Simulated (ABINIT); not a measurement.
Band structure of Na2S (Fm-3m, 3 atoms in the cell).

```
CELL_PARAMETERS angstrom
      0.00000     3.33213     3.33213
      3.33213     0.00000     3.33213
      3.33213     3.33213     0.00000
ATOMIC_POSITIONS crystal
  Na 0.25000 0.25000 0.25000
  Na 0.75000 0.75000 0.75000
  S  0.00000 0.00000 0.00000
```

Method of the run: PBE, norm-conserving pseudopotentials (PseudoDojo nc-sr-05 PBE standard) (plane waves; ABINIT 10.0.3).

Settings: pseudos = [Na.upf, S.upf]; ecut = 44 Ha; occopt = 3; tsmear = 0.02 eV; ngkpt = 6 6 6; nshiftk = 1; shiftk = 0 0 0; potentials = PseudoDojo nc-sr-05 PBE standard; kptopt = 1; nstep = 60; tolvrs1 = 1e-10; ndtset = 2; getden2 = 1.

The starting cell has typed, rounded lattice constants, without a prior relaxation at this level. Its lattice was rescaled by a random factor within 2.5 % of one.

Predict the gap along the standard path and the places of the band edges.

The gap along the path is 2.31 eV, direct at Γ to within 0.01 eV.

Levels in eV from the top of the valence band on the SCF mesh, bands 9 to 16:
```csv
point,9,10,11,12,13,14,15,16
Γ,-10.07,0.00,0.00,0.00,2.31,7.54,7.54,7.54
X,-9.80,-1.39,-0.44,-0.44,3.81,5.83,8.02,9.41
W,-9.80,-0.96,-0.96,-0.55,4.75,6.94,6.94,7.03
K,-9.80,-1.16,-0.88,-0.34,4.49,6.18,7.50,8.39
L,-9.86,-1.55,-0.13,-0.13,4.56,6.22,7.02,7.02
U,-9.80,-1.16,-0.88,-0.34,4.49,6.18,7.50,8.39
```
